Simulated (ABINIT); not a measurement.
A self-consistent single point of MgAl3 (I4/mmm, 4 atoms in the cell) with ABINIT.

Level of theory: LDA (PW92), norm-conserving pseudopotentials (PseudoDojo nc-sr-04 LDA standard) (plane waves; ABINIT).

```
MgAl3
1.0
   -2.04547     2.04547     4.12038
    2.04547    -2.04547     4.12038
    2.04547     2.04547    -4.12038
Mg Al
1 3
Direct
  0.00000   0.00000   0.00000
  0.50000   0.50000   0.00000
  0.25000   0.75000   0.50000
  0.75000   0.25000   0.50000
```

Reference input (self-consistent single point, DFT, PBEsol, plane waves, norm-conserving pseudopotentials (PseudoDojo nc-sr-04 PBEsol standard)): pseudos = [Mg.upf, Al.upf]; ecut = 42 Ha; ixc = -116133; occopt = 7; tsmear = 0.00367493 Ha; ngkpt = 8 8 8; nshiftk = 1; shiftk = 0 0 0; potentials = PseudoDojo nc-sr-04 PBEsol standard; nband = 15; kptopt = 1; nstep = 60. This run's input differs from it in these lines:

```diff
@@ -1,2 +1,2 @@
-# MgAl3, PseudoDojo nc-sr-04 PBEsol standard
+# MgAl3, PseudoDojo nc-sr-04 LDA standard
 pp_dirpath "./"
@@ -19,3 +19,3 @@
 ecut 42 Ha
-ixc -116133
+ixc 7
 occopt 7
```

Its files differ too (potentials: PseudoDojo nc-sr-04 PBEsol standard → PseudoDojo nc-sr-04 LDA standard).

Log, with long lists cut:

```
--- !BeginCycle
solver: {iscf: 7, nstep: 60, nline: 4, wfoptalg: 0, }
tolerances: {tolvrs: 1.00E-12, }
...

     iter   Etot(hartree)      deltaE(h)  residm     vres2
 ETOT  1  -66.331789709434    -6.633E+01 2.000E-01 4.716E+01
 ETOT  2  -66.368766174745    -3.698E-02 1.135E-02 1.842E+00
 ETOT  3  -66.368853344692    -8.717E-05 2.498E-03 1.203E-01
 ETOT  4  -66.368876229661    -2.288E-05 2.499E-03 3.981E-03
 ETOT  5  -66.368876448727    -2.191E-07 2.426E-03 2.784E-05
 ETOT  6  -66.368876451584    -2.856E-09 1.768E-03 2.368E-07
 ETOT  7  -66.368876451596    -1.205E-11 9.003E-04 2.419E-09
 ETOT  8  -66.368876451598    -2.004E-12 4.767E-04 1.795E-11
 ETOT  9  -66.368876451595     2.515E-12 1.453E-04 2.068E-13
 At SCF step    9       vres2   =  2.07E-13 < tolvrs=  1.00E-12 =>converged.

 Cartesian components of stress tensor (hartree/bohr^3)
  sigma(1 1)=  2.51822397E-05  sigma(3 2)=  0.00000000E+00
  sigma(2 2)=  2.51822397E-05  sigma(3 1)=  0.00000000E+00
  sigma(3 3)=  5.70704687E-05  sigma(2 1)=  0.00000000E+00

 ----iterations are completed or convergence reached----

 reduced coordinates (array xred) for    4 atoms
       0.000000000000      0.000000000000      0.000000000000
       0.500000000000      0.500000000000      0.000000000000
       0.250000000000      0.750000000000      0.500000000000
       0.750000000000      0.250000000000      0.500000000000
 cartesian forces (eV/Angstrom) at end:
    1      0.00000000000000    -0.00000000000000     0.00000000000000
   [... lines left out ...]
 Fermi (or HOMO) energy (hartree) =   0.24862   Average Vxc (hartree)=  -0.36204
 Fermi (or HOMO) energy (eV) =   6.76519   Average Vxc (eV)=  -9.85173
   [... lines left out ...]
total_energy        : -6.63688764515951E+01
total_energy_eV     : -1.80598897348127E+03
band_energy         : -1.18260667292527E+01
...

-Cartesian components of stress tensor (GPa)         [Pressure= -1.0536E+00 GPa]
- sigma(1 1)=  7.40886946E-01  sigma(3 2)=  0.00000000E+00
- sigma(2 2)=  7.40886946E-01  sigma(3 1)=  0.00000000E+00
- sigma(3 3)=  1.67907088E+00  sigma(2 1)=  0.00000000E+00

 Calculation completed.
```

The run converged in 9 iterations. Against the reference run the pressure goes from 0.91 to -1.05 GPa.

The starting cell comes from a database of computed structures (which also holds hypothetical and non-ambient phases and stackings), without a prior relaxation at this level.

Cost on one core of a shared machine: roughly 3 min.
